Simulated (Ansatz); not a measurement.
# Step by step: formation energy of the neutral 4 Li_i + V_Si in Si (diamond, Fd-3m)

We look at the formation energy of the neutral 4 Li_i + V_Si in Si (diamond, Fd-3m). Reaction: 215 Si (diamond) + 4 Li (bcc) → cell A.

A: a supercell of 216 sites of Si (diamond, Fd-3m) with one empty Si site amid 4 Si; four times Li off the lattice sites (6 Si at 2.52–2.75 Å and 3 Li at 2.75 Å); the closest two of these centres are 1.7 Å apart, the farthest 2.8 Å; spin state with PBE: run without spin.

Setting: static, neutral cells in Ansatz (PAW) whose structures rest at the PBE level. Ansatz (an electronic-structure program) runs with its default PAW set. Other levels take these structures. The lattices are those relaxed with PBE, so at other levels the solids can be strained. Larger cells are relaxed from a start prepared with the learned potential CHGNet till forces fall under 0.03 eV/Å, which some starts already meet. A dispersion term (D3(BJ), or D4 for r2SCAN) was computed beside these levels and is taken off wherever the name lacks it. The PAW files were made for PBE and serve at the other functionals too. Space groups of crystals are read within 0.01 Å. Mesh and cell size may move defect energies by 0.1 eV or more. Cell A has symmetry P-43m within 0.02 Å and got no random move, so less symmetric positions, which may lie lower, weren't tried.

Total energies of the cells in eV, at zero smearing width. They compare only within one column; the weights balance every element.

```json
[
 {"cell": "A: Si:4 Li_i + V_Si", "atoms": "219", "weight": "+1", "r2SCAN": "-138217.02555"},
 {"cell": "Si (diamond)", "atoms": "216", "weight": "−215/216", "r2SCAN": "-138035.24749"},
 {"cell": "Li (bcc)", "atoms": "1", "weight": "−4", "r2SCAN": "-205.13307"}
]
```

r2SCAN: (-138217.02555) − 215/216 × (-138035.24749) − 4 × (-205.13307) = -0.298 eV.
